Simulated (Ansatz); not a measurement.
# What Zn on a Ga site, symmetric start does to GaSb

The reference is a 16-atom supercell of GaSb in the zinc blende structure (space group F-43m, No. 216; a = 6.132 Å) at its relaxed geometry.

The change: a neutral Zn on a Ga site, symmetric start, atoms relaxed at fixed cell.

Level of theory: r2SCAN/PAW in Ansatz (a program for electronic structure), no spin-orbit coupling. k-mesh 5×5×5 (Γ-centred); smearing 0.01 eV (Fermi–Dirac).

```json
[
 {"quantity": "pressure", "base": "0.0 GPa", "changed": "-0.4 GPa", "shift": "-0.4 GPa"},
 {"quantity": "energy gained by relaxation", "base": "–", "changed": "0.05 eV", "shift": "–"},
 {"quantity": "mean distance from the defect site to its nearest host atoms", "base": "2.66 Å", "changed": "2.62 Å", "shift": "-0.04 Å"}
]
```

The magnetic state is the one reached from the starting moments; the real material's order can differ, and small cells can't hold many antiferromagnetic ones. In so small a cell the defect repeats every few ångströms: this is an ordered compound, not a dilute defect. The defect started on the symmetric site and kept its symmetry, so it may sit on a saddle. Starting moments died away, wholly or in part, for Zn on a Ga site; another magnetic solution may exist. The defect cell is spin-polarised and ends with 0.0 μB.
